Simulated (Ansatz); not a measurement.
System: rutile MgH2. Method: RPBE in Ansatz (plane waves, PAW).

Run with plane-wave cutoff 520 eV, 8×8×12 k mesh (along the axes of the cell as run), Fermi–Dirac smearing 0.01 eV, scalar-relativistic PAW data made under PBE.

Cell (measured lattice):

Space group P4₂/mnm (No. 136); a = 4.501 Å, b = 4.501 Å, c = 3.010 Å, α = 90.00°, β = 90.00°, γ = 90.00°

| atom | site | symmetry | x | y | z |
|---|---|---|---|---|---|
| Mg | 2a | m.mm | 0.0000 | 0.0000 | 0.0000 |
| H | 4f | m.2m | 0.3060 | 0.3060 | 0.0000 |

Give the computed band gap, smallest direct gap on the k points sampled and Γ–Γ gap.


- band gap: 3.92 eV (indirect)
- smallest direct gap on the k points sampled: 4.73 eV
- Γ–Γ gap: 5.38 eV

Note: cell and atoms aren't relaxed at this level (largest force component 0.05 eV/Å, pressure 2.1 GPa).

Computed values are for the static lattice.

The result took around 14 core-seconds (rough).

Ansatz is a first-principles code.
